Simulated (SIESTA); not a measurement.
Input and output of a self-consistent single point for CaCu₂P₂ (P1, 5 atoms in the cell) (SIESTA).

Computed with LDA PW92, numerical atomic orbitals TZP, PseudoDojo LDA standard norm-conserving potentials (rewritten from UPF to PSML) (SIESTA).

The change in words: atoms moved at random. Reference geometry:
```xyz
5
Lattice="-2.0032 2.0032 4.8365 2.0032 -2.0032 4.8365 2.0032 2.0032 -4.8365" Properties=species:S:1:pos:R:3 pbc="T T T"
Ca     0.0000     0.0000     0.0000
Cu     0.0000     2.0032     2.4182
Cu     2.0032     0.0000     2.4182
P      0.0000     0.0000     5.9855
P      0.0000     0.0000     3.6875
```

Reference input (self-consistent single point, DFT, LDA PW92, numerical atomic orbitals TZP, PseudoDojo LDA standard norm-conserving potentials (rewritten from UPF to PSML)): XC.functional = LDA; XC.authors = PW92; potentials = PseudoDojo LDA standard; PAO.BasisSize = TZP; PAO.EnergyShift = 0.01 Ry; MeshCutoff = 350 Ry; kgrid.MonkhorstPack = 9 9 9; OccupationFunction = MP; OccupationMPOrder = 0; ElectronicTemperature = 100 meV; MaxSCFIterations = 150; SCF.Mixer.Method = Pulay. This run's input differs from it in these lines:

```diff
@@ -19,7 +19,7 @@
 %block AtomicCoordinatesAndAtomicSpecies
-     0.000000000    0.000000000    0.000000000  1
-    -0.000000000    2.003245000    2.418247500  2
-     2.003245000    0.000000000    2.418247500  2
-     0.000000000   -0.000000000    5.985452752  3
-     0.000000000   -0.000000000    3.687537248  3
+     0.002904705    0.090875206   -0.004343173  1
+    -0.009906047    2.093112574    2.420776987  2
+     2.003076727   -0.010881627    2.410934720  2
+    -0.010476971   -0.013718222    5.998627365  3
+     0.017644582   -0.156140928    3.683493938  3
 %endblock AtomicCoordinatesAndAtomicSpecies
```

The program printed (abridged):

```
        iscf     Eharris(eV)        E_KS(eV)     FreeEng(eV)     dDmax    Ef(eV) dHmax(eV)
   scf:    1   -10715.619688   -11411.538414   -11411.552626  3.833894  1.382239 90.316689
   scf:    2   -11588.626402   -11716.788566   -11716.791254  3.766018 -3.120388 25.475486
   scf:    3   -11745.612805   -11732.836068   -11732.839162  0.204724 -2.914404 13.954014
   scf:    4   -11741.013116   -11739.875067   -11739.880234  0.263284 -2.584115  1.169223
   scf:    5   -11739.919094   -11739.899116   -11739.904399  0.030140 -2.586512  0.964906
   [... 5 lines left out ...]
   scf:   11   -11739.932351   -11739.932347   -11739.937624  0.000262 -2.615247  0.006488
   scf:   12   -11739.932335   -11739.932342   -11739.937620  0.000164 -2.615044  0.012579
   scf:   13   -11739.932351   -11739.932348   -11739.937624  0.000214 -2.615496  0.000417
   scf:   14   -11739.932348   -11739.932348   -11739.937624  0.000006 -2.615484  0.000016
SCF Convergence by DM+H criterion
max |DM_out - DM_in|         :     0.0000061156
max |H_out - H_in|      (eV) :     0.0000156418
SCF cycle converged after 14 iterations

Using DM_out to compute the final energy and forces

siesta: E_KS(eV) =           -11739.9323

siesta: E_KS - E_eggbox =    -11739.9323

siesta: Atomic forces (eV/Ang):
     1   -0.002134   -1.024143    0.128335
     2   -0.024003   -1.231001   -0.435098
     3    0.081511    0.346960    0.048345
     4    0.039228    0.101292    0.340487
     5   -0.089921    1.814088   -0.080048
   Tot    0.004681    0.007196    0.002021
   Max    1.814088
   Res    0.649774    sqrt( Sum f_i^2 / 3N )
   Max    1.814088    constrained

Stress tensor Voigt[x,y,z,yz,xz,xy] (kbar):       12.67       -9.77       -1.53      -13.66        0.30       -0.27
   [... lines left out ...]
siesta: FreeEng =    -11739.937624
   [... lines left out ...]
siesta:     0.007907   -0.000169    0.000189
siesta:    -0.000169   -0.006097   -0.008528
siesta:     0.000190   -0.008528   -0.000953

siesta: Cell volume =         77.635235 Ang**3

siesta: Pressure (static):
siesta:                Solid            Molecule  Units
siesta:          -0.00000311          0.00009027  Ry/Bohr**3
siesta:          -0.00028568          0.00828820  eV/Ang**3
siesta:          -0.45770635         13.27915904  kBar
```

The run converged in 14 iterations. Against the reference run the free energy rises by 46.2 meV/atom, the pressure goes from -1.64 to -0.05 GPa and the largest force goes from 0.535 to 1.818 eV/Å.

The starting cell comes from a database of computed structures (which also holds hypothetical and non-ambient phases and stackings), without a prior relaxation at this level. For this run, on top of that: atoms moved at random. Spin polarisation is off. Values carry the incompleteness of an atom-centred basis. Forces in this geometry exceed 1 eV/Å. The run gives no clean gap (levels at the Fermi energy touch, overlap or are partly filled at this smearing), which alone does not show that the compound is a metal.

Cost on one core of a shared machine: roughly 2 min.
